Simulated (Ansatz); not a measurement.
CsSnI3: response to strain

The parent structure is CsSnI3 in the cubic perovskite structure (space group Pm-3m, No. 221; a = 6.131 Å). Axes: x, y, z lie along the cube axes.

Strains are applied to the cell and any free atomic positions relax.

The values are results of DFT with PBEsol, PAW potentials and a 420 eV plane-wave cutoff in Ansatz (an electronic-structure program), no spin-orbit coupling, not measurements.

Candidates:
(a) uniaxial strain ε_zz = −1.80 %
(b) uniaxial strain ε_zz = −1.20 %
(c) uniaxial strain ε_zz = −3.00 %
(d) uniaxial strain ε_zz = −2.40 %

Notes on the quantities. energy relative to the base: free energy F.

Task: Order them by energy relative to the base, lowest first.

Result: (b) uniaxial strain ε_zz = −1.20 % (+1.0 meV/atom), (a) uniaxial strain ε_zz = −1.80 % (+2.2 meV/atom), (d) uniaxial strain ε_zz = −2.40 % (+4.1 meV/atom), (c) uniaxial strain ε_zz = −3.00 % (+6.5 meV/atom)

Stability against distortions was not tested. The final runs are not spin-polarised. Many cubic perovskites are stable only at high temperature; tilts and polar distortions were not tested.
